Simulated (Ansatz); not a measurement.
An Ansatz (a quantum-chemistry and plane-wave program) input (plane-wave PAW DFT at the r2SCAN level (Ansatz, 500 eV), no SOC, earlier PAW set):

Ansatz 0.2 input:
```yaml
crystal:
  lattice:
    - [0, 3.4763080979, 3.4763080979]
    - [3.4763080979, 0, 3.4763080979]
    - [3.4763080979, 3.4763080979, 0]
  atoms:
    - { symbol: Pb, position: [0, 0, 0] }
    - { symbol: Pb, position: [0.25, 0.25, 0.25] }
basis: { ecutwfc: 500, ecutrho_ratio: 4, xc_grid: 4, fft_grid_basis: typed }
kpoints: { mp_grid: { grid: [12, 12, 12] } }
hamiltonian:
  xc: r2scan
  dispersion: none
  pseudopotentials: { azcp: { folder: ./paw }, kind: paw }
scf: { occupations: { method: fermi_dirac, width: 0.05 }, convergence: { dr2_threshold: 0.0000000002 } }
output: { forces: true, stress: true }
checkpoint: { write: state.ck, write_every: 1000 }
```

Q: Which symmetry and how many k-points will the program report, and about how many plane waves at Γ?

A: Space group Fd-3m (ITA 227) with 48 operations, k-points 72 of 1728, and 2109 plane waves at Γ.

Stability against distortions was not tested. The cell was made from Si by this change: Si → Pb; the result is a model cell, its experimental status unchecked. This is not the structure that Pb has at room temperature and ambient pressure.
